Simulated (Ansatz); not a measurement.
Seebeck coefficient (μV/K, mean over directions) of p-type BAs (F-43m) against carrier density, r2SCAN with spin-orbit coupling, rigid bands (Ansatz, a first-principles code). Computed gap 1.30 eV; densities at which minority carriers matter at this gap, or further valleys turn the trend, are left out. Conductivity mass 0.32 mₑ (harmonic mean over directions), N_v = 1.0e19 cm⁻³ at 300 K.

| hole density | 300 K | 500 K | 800 K |
|---|---|---|---|
| 1e17 cm⁻³ | 624 | 710 | 791 |
| 1e18 cm⁻³ | 427 | 512 | 593 |
| 3e18 cm⁻³ | 334 | ___ | ___ |
| 1e19 cm⁻³ | 238 | 319 | 396 |
| 3e19 cm⁻³ | 162 | 233 | 306 |
| 1e20 cm⁻³ | 99 | 153 | 214 |
| 3e20 cm⁻³ | 60 | 96 | 142 |
| 1e21 cm⁻³ | 31 | 51 | ___ |

Problem. Some entries are withheld; supply them.

Solution. 
- 3e18 cm⁻³, 500 K: 419
- 3e18 cm⁻³, 800 K: 499
- 1e21 cm⁻³, 800 K: 79

Rigid bands with a gap fixed in temperature, one relaxation time for all states, no polarons or phonon drag, and whether or not such doping can be reached. Geometry: cell and atoms relaxed with PBEsol.
